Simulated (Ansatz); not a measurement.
# NaYS2, response to strain

Start from NaYS₂ (space group R-3m, No. 166; a = 3.936 Å, c = 19.756 Å (hexagonal axes); a model cell). Axes: x lies along a and z along c of the hexagonal cell.

Strains are applied to the cell and any free atomic positions relax; under biaxial strain the out-of-plane vector relaxes too.

The values are results of PBEsol (Ansatz, an electronic-structure program), no SOC, not measurements.

Notes on the quantities. energy relative to the base: free energy F; pressure: mean of the normal stresses, compression positive.

| change | volume per atom | band gap | energy relative to the base | smallest direct gap | pressure |
|---|---|---|---|---|---|
| base | 22.09 Å³ | 2.14 eV | 0 meV/atom | 2.97 eV | 0.00 GPa |
| biaxial strain +3.03 %, plane normal [001], relaxed out of plane | 22.92 Å³ | 2.25 eV | +15 meV/atom | 2.99 eV | -2.24 GPa |
| isotropic strain −0.92 % | 21.48 Å³ | 2.06 eV | +2.7 meV/atom | 2.91 eV | 1.48 GPa |
| isotropic strain −0.32 % | 21.87 Å³ | 2.12 eV | +0.3 meV/atom | 2.95 eV | 0.49 GPa |
| uniaxial strain ε_yy = +0.99 % | 22.30 Å³ | 2.16 eV | +0.7 meV/atom | 2.97 eV | -0.53 GPa |
| uniaxial strain ε_yy = +2.93 % | 22.73 Å³ | 2.18 eV | +6.3 meV/atom | 2.97 eV | -1.49 GPa |
| uniaxial strain ε_zz = −1.99 % | 21.65 Å³ | 2.14 eV | +1.9 meV/atom | 2.97 eV | 0.85 GPa |
| uniaxial strain ε_zz = −1.36 % | 21.79 Å³ | 2.14 eV | +0.9 meV/atom | 2.99 eV | 0.57 GPa |
| tensor shear ε_xy = +3.63 % | 22.06 Å³ | 1.91 eV | +15 meV/atom | 2.67 eV | 0.18 GPa |
| tensor shear ε_yz = +2.25 % | 22.07 Å³ | 2.10 eV | +3.9 meV/atom | 2.95 eV | 0.14 GPa |

Whether these cells are dynamically stable was not tested.
